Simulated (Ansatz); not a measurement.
Subject: the energy of the reaction as written. Reaction: 2 Si (diamond) + 2 H2O (gas) → cell A + H2 (gas). Negative: the products are lower in energy.

Cell A: a slab of composition Si2H2O2 built on Si (diamond, Fd-3m) (111), with 2 atoms on that crystal's sites, 6 atoms, hexagonal cell of 3.87 Å (13.0 Å²), symmetry C2 within 0.02 Å, 5.1 Å thick under 16 Å of vacuum, in-plane vectors held at the crystal's; planes from bottom to top: H | O | Si × 2 | O | H; foreign atoms: two times OH bound through O to 1 Si at 1.69 Å; spin state with PBE: run without spin, k-point mesh 9×9×1.
```
CELL_PARAMETERS angstrom
      3.86767     0.00000     0.00000
     -1.93383     3.34950     0.00000
      0.00000     0.00000    20.70716
ATOMIC_POSITIONS crystal
  Si 0.35787 0.66623 0.48132
  Si 0.69164 0.33377 0.51868
  O  0.32826 0.64347 0.39976
  O  0.68479 0.35653 0.60024
  H  0.58416 0.76575 0.37769
  H  0.81840 0.23425 0.62231
```

Reference: Si (diamond, Fd-3m), 2 atoms in the cell, the relaxed perfect crystal repeated, atoms not moved again, k-point mesh 9×9×9 on the run's own vectors.

Reference: an isolated H2 molecule (singlet) in a box of 11 × 11 × 13 Å.

Reference: an isolated H2O molecule (singlet) in a box of 11 × 13 × 13 Å.

All numbers come from Ansatz (a first-principles code), plane waves with PAW, its PAW set soft_1, cutoff 420 eV, 500 eV for r2SCAN. The structures are at rest with PBE, within the held lattices; other levels are single points on them. HSE06 runs on coarser k-point meshes, mended by the PBE difference between the two meshes. Neutral cells; Fermi-Dirac smearing of at most 0.05 eV in the solids, energies taken to zero width. The lattices are those relaxed with PBE or held as stated, so at other levels the solids can be strained, which adds to the spread. A dispersion term (D3(BJ), or D4 for r2SCAN) was computed beside these levels and is taken off wherever the name lacks it. Space groups of crystals are read within 0.01 Å. Static lattices, no vibrational contributions. No structure search was made; lower ones may exist. No correction for cell size. Cell A has symmetry C2 within 0.02 Å and got no random move, so less symmetric positions, which may lie lower, weren't tried.

**Question.** What value does r2SCAN give?

**Answer.** -0.84 eV, for 2 Si (diamond) + 2 H2O (gas) → cell A + H2 (gas).

**Question.** List the value at the remaining levels and say how far they part.

**Answer.** 
```
Level  value (eV)  less r2SCAN
-----  ----------  -----------
PBE         -0.64         0.20
HSE06       -0.61         0.23
```

The levels shown span 0.23 eV, from r2SCAN (-0.84) to HSE06 (-0.61).
